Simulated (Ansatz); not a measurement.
Abridged Ansatz (a program for electronic structure) output:

```
Relaxation: its limit of steps is 50 (relax.max_steps)
Pseudopotential: S, paw, valence charge 6
Pseudopotential: Sb, paw, valence charge 15
Pseudopotential: Cu, paw, valence charge 19
Crystal: 8 atoms, lattice volume = 149.348 Å³
Basis set: ecut = 420 eV, 2913 PW (Γ), exchange–correlation on 90×90×90 points (8 copies of the dense FFT grid, shifted against one another)
Bands: 58, of which v1, the nominal top of the filled ones, is band 48 counted from 1 (47 counted from 0)
Symmetry: 8 space group operations
k-points: 163 of 1728 (time reversal used)
Functional: x = pbesol(κ = 0.804, μ = 0.12345679012345678), c = pbesol(β = 0.046)
SCF iter   1: F=—  HF=-29716.050601 eV  |F-HF|=—  |Δ(HF+E_count)|=         —  Δρ=1.29e-2  dr2=1.74e-1  ethr=1.77e-3  ⟨swp⟩=6.4  Hψ=37886  notcnv=0  defer=93
SCF iter   2: F=—  HF=-29716.098385 eV  |F-HF|=—  |Δ(HF+E_count)|=   4.78e-2  Δρ=1.97e-2  dr2=3.47e-1  ethr=1.81e-4  ⟨swp⟩=2.2  Hψ=19811  notcnv=0  defer=620  recentre
SCF 1 converged in 10 iterations: F = -29716.016874 eV  dr2 = 2.99e-11
relax step   1: F+E_penalty+E_count = -29716.01687436 eV  Δ(F+E_penalty+E_count) = +0.000e0 eV  max|allowed force component| = 2.678e-2 eV/Å  Δτ_max = 0.0000 Å  (10 SCF iters, accepted)
Crystal: 8 atoms, lattice volume = 149.348 Å³
SCF iter   1: F=—  HF=-29716.016915 eV  |F-HF|=—  |Δ(HF+E_count)|=         —  Δρ=2.25e-4  dr2=5.57e-5  ethr=5.56e-8  ⟨swp⟩=2.1  Hψ=25538  notcnv=0  defer=618
SCF iter   2: F=—  HF=-29716.016919 eV  |F-HF|=—  |Δ(HF+E_count)|=   3.75e-6  Δρ=1.46e-4  dr2=1.80e-5  ethr=5.56e-8  ⟨swp⟩=2.0  Hψ=12303  notcnv=0  defer=618
SCF 2 converged in 7 iterations: F = -29716.016976 eV  dr2 = 3.96e-11
relax step   2: F+E_penalty+E_count = -29716.01697617 eV  Δ(F+E_penalty+E_count) = -1.018e-4 eV  max|allowed force component| = 1.233e-2 eV/Å  Δτ_max = 0.0013 Å  (7 SCF iters, accepted)
Crystal: 8 atoms, lattice volume = 149.348 Å³
SCF iter   1: F=—  HF=-29716.016936 eV  |F-HF|=—  |Δ(HF+E_count)|=         —  Δρ=1.88e-4  dr2=3.89e-5  ethr=3.92e-7  ⟨swp⟩=2.1  Hψ=16221  notcnv=0  defer=621
SCF iter   2: F=—  HF=-29716.016942 eV  |F-HF|=—  |Δ(HF+E_count)|=   6.70e-6  Δρ=1.08e-4  dr2=9.38e-6  ethr=4.05e-8  ⟨swp⟩=2.0  Hψ=13918  notcnv=0  defer=621
SCF 3 converged in 7 iterations: F = -29716.017004 eV  dr2 = 2.54e-11
relax step   3: F+E_penalty+E_count = -29716.01700379 eV  Δ(F+E_penalty+E_count) = -2.762e-5 eV  max|allowed force component| = 3.762e-4 eV/Å  Δτ_max = 0.0011 Å  (7 SCF iters, accepted)
[...]
Fermi energy:    9.285517 eV
--- Forces (eV/Å), atoms counted from 1 ---
  atom   1  S      0.00037621     0.00037621    -0.00007206
  atom   2  S      0.00037621    -0.00037621     0.00007206
  atom   3  S     -0.00037621    -0.00037621    -0.00007206
  atom   4  S     -0.00037621     0.00037621     0.00007206
  atom   5  Sb    -0.00000000     0.00000000    -0.00000000
  atom   6  Cu     0.00000000     0.00000000     0.00000000
  atom   7  Cu     0.00000000    -0.00000000     0.00000000
  atom   8  Cu    -0.00000000     0.00000000    -0.00000000
--- Stress (GPa, compression-positive) ---
        1.097105      -0.000000       0.000000
       -0.000000       1.097105      -0.000000
       -0.000000      -0.000000       1.581995
  P = ⅓ Tr σ = 1.2587 GPa (12.587 kbar)
--- Relaxed structure (3 steps of the walk, 3 accepted, 0 SCFs on fresh bases) ---
  atoms:
    - { symbol: S, position: [0.5988856328046321, 0.5988856328046321, 0.4658615609559298] }
    - { symbol: S, position: [0.40111436719536797, 0.8669759281512978, 0.0] }
    - { symbol: S, position: [0.13302407184870235, 0.13302407184870235, 0.5341384390440702] }
    - { symbol: S, position: [0.8669759281512978, 0.40111436719536797, 0.0] }
    - { symbol: Sb, position: [-2.428836745850434e-21, -2.587462421994439e-21, 1.5862567614386511e-22] }
    - { symbol: Cu, position: [0.25, 0.75, 0.5] }
    - { symbol: Cu, position: [0.75, 0.25, 0.5] }
    - { symbol: Cu, position: [0.5, 0.5, 1.5862567614396766e-22] }
```

### Question
What was computed, and what are the main results?

### Answer
Cu3SbS4, 8 atoms in the cell, with Kohn–Sham DFT with the PBEsol functional, run in Ansatz with PAW and 420 eV plane waves, no SOC. The last SCF converged to F = -29716.017004 eV, or -3714.5021 eV per atom, at a pressure of 1.26 GPa. The total energy compares only with runs of the same code, potentials and settings.

Without a gap, meshes like the base's 12×12×12 leave anisotropic stresses uncertain by several tenths of a GPa, and small strain energies with them. Spin-orbit coupling, missing from the scalar runs, can matter with Sb. The cells carry an imposed strain or load. No phonon test of stability was made. All final runs are without spin polarisation. The cell was made from Cu3SbS4 (space group I-42m, No. 121) by this change: uniaxial strain ε_zz = −1.50 %.

Keys are those of Ansatz 0.2.
